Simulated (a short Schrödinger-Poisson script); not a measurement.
System: gated Al0.4Ga0.6As/GaAs modulation-doped gas, at 300 K.

| layer | material | thickness (nm) | Nd (cm⁻³) | Na (cm⁻³) |
|---|---|---|---|---|
| 1 | Al0.4Ga0.6As | 20 | - | - |
| 2 | Al0.4Ga0.6As | 20 | 5.7e17 | - |
| 3 | Al0.4Ga0.6As | 3 | - | - |
| 4 | GaAs | 6000 | - | 2e15 |

The device is made up for the run: typed textbook-type constants, with dimensions and the other settings drawn at random. Al0.4Ga0.6As: permittivity 11.76, conduction-band edge (eV) 0.316, gap (eV) 1.923, electron mass (mₑ) 0.1002, Nv at 300 K (cm⁻³) 9e18. GaAs: permittivity 12.9, conduction-band edge (eV) 0, gap (eV) 1.424, Nv at 300 K (cm⁻³) 9e18.

Channel valleys (confinement mass, in-plane density-of-states mass, number): Γ 0.067, 0.067, 1. At the gate the conduction-band edge of layer 1 lies 1.07 eV − eVg above the Fermi level of the channel; the field vanishes at the back. The barrier under the gate holds no holes. Gaps are held at their typed values at every temperature. Mesh 0.08 nm at interfaces.

From a short Schrödinger-Poisson script (our own, NumPy): 1D Poisson equation in equilibrium, electrons quantum, Hartree (BenDaniel-Duke, 40 states a valley, the channel's in-plane mass for all, wave functions free to enter the barrier), parabolic valleys, classical holes, full ionisation, no traps, pinning or gate leakage.

Problem. List the lowest subbands of each valley and their electrons at Vg = 0.5 V.

Solution. 
| valley | subband | energy from the Fermi level (meV) | electrons (cm⁻²) | share (%) |
|---|---|---|---|---|
| Γ | 0 | 39.2 | 1.43e11 | 66.0 |
| Γ | 1 | 72.9 | 4.19e10 | 19.3 |
| Γ | 2 | 97.5 | 1.65e10 | 7.6 |

All electrons: 2.17e11 cm⁻².
